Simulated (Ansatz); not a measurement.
# What Li interstitial (started 1.41 Å from the nearest host atom) does to LiF

The reference is a 16-atom supercell of LiF in the rock salt structure (space group Fm-3m, No. 225; a = 3.990 Å) at its relaxed geometry.

Now apply this change: one Li atom is added in an open site, starting 1.41 Å from the nearest host atom, atoms relaxed at fixed cell, starting from a slightly rattled geometry.

The values are results of plane-wave PAW DFT at the r2SCAN level (Ansatz, a program for electronic structure, 500 eV), scalar-relativistic without spin-orbit coupling, not measurements. k-mesh 5×5×5 (Γ-centred); smearing 0.01 eV (Fermi–Dirac).

```yaml
pressure: 18.6 GPa (base 0.0 GPa)
final_site_of_the_added_atom: 4 F at 1.73 Å (tetrahedral)
```

Other magnetic orders, which the real material may have, were not ruled out. The cell is small, so the values are those of an ordered compound at a high defect concentration; dilute-limit values will differ. A case with no gap was solved on a k-mesh chosen for an insulator, which is coarse for it. Starting moments died away, wholly or in part, for Li interstitial (started 1.41 Å from the nearest host atom); another magnetic solution may exist. The defect cell is spin-polarised and ends with 0.0 μB.
